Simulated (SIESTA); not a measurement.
**Convergence study of shifted k-point meshes for HgTe (R3m, 2 atoms in the cell)**

```
HgTe
1.0
    0.00000     3.21385     3.21385
    3.21385     0.00000     3.21385
    3.21385     3.21385     0.00000
Hg Te
1 1
Direct
  0.00449   0.00449   0.00449
  0.25000   0.25000   0.25000
```

Method: SIESTA with GGA PBEsol, numerical atomic orbitals DZP, PseudoDojo PBEsol standard norm-conserving potentials (rewritten from UPF to PSML).

Base settings: XC.functional = GGA; XC.authors = PBEsol; potentials = PseudoDojo PBEsol standard; PAO.BasisSize = DZP; PAO.EnergyShift = 0.01 Ry; MeshCutoff = 300 Ry; kgrid.MonkhorstPack = 7 7 7; OccupationFunction = FD; ElectronicTemperature = 116.05 K; MaxSCFIterations = 150.

Shifted meshes do not hold Γ, so a gap read on them misses any band edge there.

Only quantities that move along the ladder and can be compared are tabulated.

Core times come from one kind of shared machine, to one figure; runs under 30 s give none.

The starting cell has typed, rounded lattice constants, without a prior relaxation at this level. Its lattice was rescaled by up to half a per cent. One atom was moved a little off its site on purpose. Spin-orbit coupling is off. Values carry the incompleteness of an atom-centred basis.

| kgrid.MonkhorstPack | free energy less the last step's (meV/atom) | pressure (GPa) | largest difference of a force vector from the last step's (eV/Å) | gap on the mesh (eV) | core time / last (rough) |
|---|---|---|---|---|---|
| 2 2 2 shifted by 0.5 0.5 0.5 | 24.10 | -0.68 | 0.772 | 2.029 | – |
| 3 3 3 shifted by 0.5 0.5 0.5 | -0.78 | -0.96 | 0.212 | 1.616 | – |
| 4 4 4 shifted by 0.5 0.5 0.5 | -0.93 | -0.99 | 0.064 | 1.507 | – |
| 5 5 5 shifted by 0.5 0.5 0.5 | -0.44 | -0.99 | 0.021 | 1.303 | – |
| 6 6 6 shifted by 0.5 0.5 0.5 | -0.19 | -0.99 | 0.007 | 1.148 | – |
| 7 7 7 shifted by 0.5 0.5 0.5 | -0.08 | -0.99 | 0.003 | 1.030 | – |
| 8 8 8 shifted by 0.5 0.5 0.5 | -0.04 | -0.99 | 0.001 | 0.938 | – |
| 9 9 9 shifted by 0.5 0.5 0.5 | -0.02 | -0.99 | 0.000 | 0.864 | – |
| 10 10 10 shifted by 0.5 0.5 0.5 | -0.01 | -0.99 | 0.000 | 0.805 | – |
| 12 12 12 shifted by 0.5 0.5 0.5 | 0.00 | -0.99 | 0.000 | 0.716 | 0.3 |
| 13 13 13 shifted by 0.5 0.5 0.5 | 0.00 | -0.99 | 0.000 | 0.682 | 0.4 |
| 14 14 14 shifted by 0.5 0.5 0.5 | 0.00 | -0.99 | 0.000 | 0.653 | 0.4 |
| 16 16 16 shifted by 0.5 0.5 0.5 | 0.00 | -0.99 | 0.000 | 0.606 | 0.6 |
| 17 17 17 shifted by 0.5 0.5 0.5 | 0.00 | -0.99 | 0.000 | 0.587 | 0.7 |
| 19 19 19 shifted by 0.5 0.5 0.5 | 0.00 | -0.99 | 0.000 | 0.556 | 1 |

Coarsest kgrid.MonkhorstPack that holds the pressure within 0.2 GPa of the last step, with all finer ones: 3 3 3 shifted by 0.5 0.5 0.5; the step before is off by 0.30 GPa.

Coarsest kgrid.MonkhorstPack that holds the forces within 0.005 eV/Å of the last step, with all finer ones: 7 7 7 shifted by 0.5 0.5 0.5; the step before is off by 0.007 eV/Å.

Coarsest kgrid.MonkhorstPack that holds the free energy within 0.5 meV/atom of the last step, with all finer ones: 5 5 5 shifted by 0.5 0.5 0.5; the step before is off by 0.93 meV/atom.
